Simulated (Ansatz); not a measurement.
System: rock-salt NaH. Method: PBE0 (Ansatz, a quantum-chemistry and plane-wave program, plane waves, PAW).

The input as run:

Ansatz 0.2 input:
```yaml
crystal:
  lattice:
    - [0.0, 2.436, 2.436]
    - [2.436, 0.0, 2.436]
    - [2.436, 2.436, 0.0]
  atoms:
    - { symbol: Na, position: [0.0, 0.0, 0.0] }
    - { symbol: H, position: [0.5, 0.5, 0.5] }
basis:
  ecutwfc: 460
  ecutrho_ratio: 4
  xc_grid: 2
kpoints:
  mp_grid: { grid: [10, 10, 10] }
  band_path: { path: [[0, 0, 0], [0.25, -0.5, -0.25]], npoints: 1 }
hamiltonian:
  xc: pbe0
  dispersion: none
  pseudopotentials: { kind: paw }
scf:
  occupations: { method: fermi_dirac, width: 0.01 }
  convergence: { dr2_threshold: 0.0000000002 }
output:
  forces: true
  stress: true
  eigenvalues: true
  write_bands: true
```

From the output:

```
WARN output.stress: scf.exx.energy_threshold = 1e-6 eV is looser than the 2e-8 eV advised for a stress under a hybrid functional (1e-8 eV for each atom of the …
Crystal: 2 atoms, lattice volume = 28.911 Å³
Basis set: ecut = 460 eV, 645 PW (Γ), exchange–correlation on 50×50×50 points (8 copies of the dense FFT grid, shifted against one another)
Bands: 9, of which v1, the nominal top of the filled ones, is band 5 counted from 1 (4 counted from 0)
Symmetry: 48 space group operations
Space group: Fm-3m (ITA 225), of the structure as read, at distance tolerance 3.1e-5 Å
k-points: 47 of 1000
Functional: x = pbe(κ = 0.804, μ = 0.2195149727645171), c = pbe(β = 0.06672455060314922), warm-up for x = 0.75 pbe(κ = 0.804, μ = 0.2195149727645171) + 0.25 exact, c = pbe(β = 0.06672455060314922)
SCF iter   1: F=—  HF=-1502.680160 eV  |F-HF|=—  |Δ(HF+E_count)|=         —  Δρ=6.05e-4  dr2=8.45e-5
SCF iter   2: F=-1502.680240 eV  HF=-1502.680213 eV  |F-HF|=2.62e-5  |Δ(HF+E_count)|=   5.34e-5  Δρ=2.45e-4  dr2=6.96e-6
Crystal: 2 atoms, lattice volume = 28.911 Å³
Initial density: handed on by an earlier stage of this run
Functional: x = 0.75 pbe(κ = 0.804, μ = 0.2195149727645171) + 0.25 exact, c = pbe(β = 0.06672455060314922)
  ...
Crystal: 2 atoms, lattice volume = 28.911 Å³
SCF iter   3: F=—  HF=-1503.055796 eV  |F-HF|=—  |Δ(HF+E_count)|=   9.65e-8  Δρ=7.43e-6  dr2=9.29e-9
SCF iter   4: F=-1503.055796 eV  HF=-1503.055796 eV  |F-HF|=1.50e-11  |Δ(HF+E_count)|=   5.97e-9  Δρ=1.98e-7  dr2=1.01e-10
SCF 3 converged in 4 iterations: F = -1503.055796 eV  dr2 = 1.01e-10
Free energy (F): -1503.055796 eV
Internal energy: -1503.055796 eV  (E = F + TS)
E sigma→0 (E₀):  -1503.055796 eV
Fermi energy:    2.314361 eV
--- Stress (GPa, compression-positive) ---
       -0.907395       0.000000      -0.000000
        0.000000      -0.907395      -0.000000
        0.000000      -0.000000      -0.907395
  P = ⅓ Tr σ = -0.9074 GPa (-9.074 kbar)
```

The PAW data were made under PBE.

Note: cell and atoms aren't relaxed at this level (pressure -0.9 GPa).

Computing time: roughly 70 core-seconds.
